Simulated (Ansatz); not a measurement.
**rock-salt TaN (1 1 1) on corundum (0 0 1), one O vacancy in the substrate at each interface (film strained to the substrate, started from cuts of the bulks and a machine-learned relaxation; slabs Al36O52 and N28Ta28, which can lie off the formulas)**

A periodic stack without vacuum, rock-salt TaN (1 1 1) on corundum (0 0 1), one O vacancy in the substrate at each interface (film strained to the substrate, started from cuts of the bulks and a machine-learned relaxation; slabs Al36O52 and N28Ta28, which can lie off the formulas): substrate slab Al36O52, film N28Ta28, surface cells [[-1, 1], [-2, -1]] and [[-3, 2], [-2, -1]], film strained by +0.8 and +0.8 %, outermost planes Al/Al and N/Ta as cut, which need not be the usual terminations and can put a slab off its formula.

The start was prepared with a machine-learned potential, and the result is one local minimum, with the in-plane cell held and forces under 0.04 eV/Å; the film can end far from its bulk form.

Computed with PBE (plane waves to 420 eV, PAW; Ansatz, a quantum-chemistry and plane-wave program). No spin–orbit coupling; the runs are not spin-polarised; PBE gaps are too small against experiment. Its k-point mesh 4×4×1, Fermi–Dirac width 0.05 eV.

- interface area: 60.1 Å²
- period: 25.27 Å
- heights between the nearest atoms of the two slabs at the two interfaces: 1.61 and 1.65 Å
- Al–Ta contacts across the interfaces within 1.22 times the sum of covalent radii: 14, mean 3.14 Å
- Al–N contacts across the interfaces within 1.22 times the sum of covalent radii: 3, mean 1.97 Å
- O–Ta contacts across the interfaces within 1.22 times the sum of covalent radii: 2, mean 2.43 Å

```xyz
144
Lattice="8.3258 0.0008 -0.2298 4.1638 7.2133 -0.0582 -3.4875 -1.8015 25.3602" Properties=species:S:1:pos:R:3 pbc="T T T"
Al     7.8939     5.1375     2.7979
Al     3.6546     2.5773     3.1351
Al    -0.4911     0.2837     3.2078
Al     7.4712     1.9342     0.7398
Al     2.2872     0.3179     1.1637
Al     2.3335     5.2337     1.2595
Al     1.0134     2.7660     2.7266
Al     5.0923     0.3103     2.6418
Al     5.1374     5.2691     2.8139
Al     6.5443     2.6795     4.7226
Al     2.4044     0.2523     4.8979
Al     2.3646     5.0645     4.8850
O      0.7671     1.1557     1.8263
O      9.2017     5.9178     1.7643
O      8.0816     3.5761     1.3505
O      3.6934     1.1932     1.8905
O      3.7560     5.9862     1.9780
O      8.0315     1.9693     3.8451
O      8.0094     6.7329     3.9293
O      3.8904     4.2745     3.9414
O      2.2145     1.9370     4.0195
O     10.5838     6.7613     3.9134
O      6.4245     4.2970     3.7719
O      9.3051     4.1625     3.7556
O      5.1093     1.7853     3.9491
O      5.1147     6.5965     4.0761
O      2.5350     3.4361     1.6767
O      6.5324     1.0358     1.8713
O      6.4761     5.8656     1.7876
Al     6.6115     2.6412     7.4407
Al     2.4380     0.2380     7.5673
Al     2.4480     5.0353     7.5840
Al     0.9797     2.6493     5.4025
Al     5.1724     0.2403     5.2893
Al     5.1568     5.0660     5.4009
Al     7.9969     5.0416     6.9250
Al     3.8186     2.6455     7.0452
Al    -0.3412     0.2461     7.1305
Al     1.1300     2.6317     9.2830
Al     5.2778     0.2276     9.0929
Al     5.2573     5.0437     9.2251
O      7.8384     3.4049     6.0371
O      3.6892     0.9842     6.1712
O      3.6790     5.7749     6.2113
O      6.5774     1.1948     6.0908
O      6.5803     5.9738     6.1347
O      2.4115     3.5756     6.1867
O      6.7361     4.3036     8.2998
O      2.5970     1.8878     8.4017
O     10.9086     6.7164     8.1795
O      9.2834     4.2839     8.1868
O      5.1242     1.8945     8.3169
O      5.1261     6.7055     8.3461
O      8.0222     1.7086     8.2478
O      8.0179     6.5179     8.2773
O      3.8648     4.0957     8.3676
O      5.3068     3.3945     6.1350
O      1.1431     0.9930     6.2507
O      9.4645     5.7788     6.0489
Al     1.0914     2.4806    11.9133
Al     5.2573    -0.0270    11.6436
Al     5.3594     4.9972    11.9075
Al     8.0113     5.0310     9.5959
Al     3.8957     2.5974     9.7690
Al    -0.2633     0.2202     9.8248
Al     6.8033     2.6788    11.3520
Al     2.5236     0.2003    11.7629
Al     2.6150     4.9888    11.4901
Al     8.1960     4.9204    13.2923
Al     2.9162     3.2789    13.6610
Al    -0.3366     0.1101    13.4661
O      2.4059     3.3495    10.5693
O      6.5168     0.9718    10.4653
O      6.5691     5.7625    10.5252
O      1.1488     1.1152    10.6254
O      9.4785     5.8629    10.3361
O      5.3277     3.4874    10.5559
O      1.1710    -0.5919    12.8085
O      9.6683     4.0482    12.6844
O      7.9185     1.7704    12.5539
O      3.9406    -0.6310    12.7078
O      3.9025     4.2726    12.6475
O      6.7562     4.0833    12.6469
O      2.4968     1.7657    12.8359
O      6.6257    -0.7257    12.5011
O      8.2108     3.3554    10.4189
O      4.0210     0.9463    10.6535
O      4.0149     5.7431    10.5127
N      8.6840     4.9583    15.1942
N      5.8251     5.9118    15.5459
N      6.3947     2.8179    15.4708
N      3.3738     3.7566    15.4186
N      4.0751     0.7287    15.4563
N      1.0800     1.7287    15.5786
N     -1.1198    -0.2240    15.3537
N      5.8905     0.9311    17.5462
N      2.9038     1.9600    17.8002
N      3.4144    -0.9298    17.8629
N      0.4814     0.0444    17.9297
N      5.3564     4.2324    17.8142
N      2.2620     5.4106    17.6942
N      8.0839     3.1773    17.7272
N      7.1741     4.4314    20.1604
N     -0.1598    -1.7383    20.3952
N      4.5561     2.5213    20.3227
N      1.7402     3.5221    20.4162
N      2.3739     0.4613    20.2828
N     -0.5598     1.4311    20.3099
N      5.2483    -0.7670    20.3187
N      4.2759     0.7821    22.7799
N      0.9371     1.6894    23.0676
N      1.6939    -1.3114    22.9059
N     -1.1168    -0.0962    23.0328
N      3.7335     3.6458    22.8949
N      8.8472     4.7525    22.6891
N      6.4878     2.6144    22.8685
Ta     5.4635    -0.5947    15.9989
Ta     2.3540     0.3967    16.3069
Ta     7.0347     4.4682    16.3335
Ta     4.0676     5.3831    16.4873
Ta     4.6494     2.4802    16.5758
Ta     1.6149     3.4988    16.6936
Ta     7.7052     1.5348    16.3724
Ta     6.3278     2.6707    18.9220
Ta     3.4195     3.8658    18.8832
Ta     4.2725     0.7374    19.0330
Ta     1.1654     1.8864    19.0004
Ta     1.6715    -1.3117    19.2271
Ta    -1.3677    -0.2536    19.1978
Ta     8.9081     4.8576    18.7862
Ta     3.4738    -1.0145    21.5858
Ta     0.5281     0.0593    21.6212
Ta     5.3796     4.1608    21.4960
Ta     2.3603     5.1787    21.7353
Ta     2.8714     2.0935    21.6910
Ta     8.2663     3.0224    21.4891
Ta     5.9790     1.1046    21.4216
Ta     4.7667     2.2785    24.3792
Ta     1.8297     3.4184    24.0125
Ta     2.4076     0.4556    23.8373
Ta    -0.8022     1.4178    24.5910
Ta    -0.0935    -1.7637    23.9092
Ta     5.4417    -0.6984    23.8333
Ta     7.0693     4.4302    23.7628
```
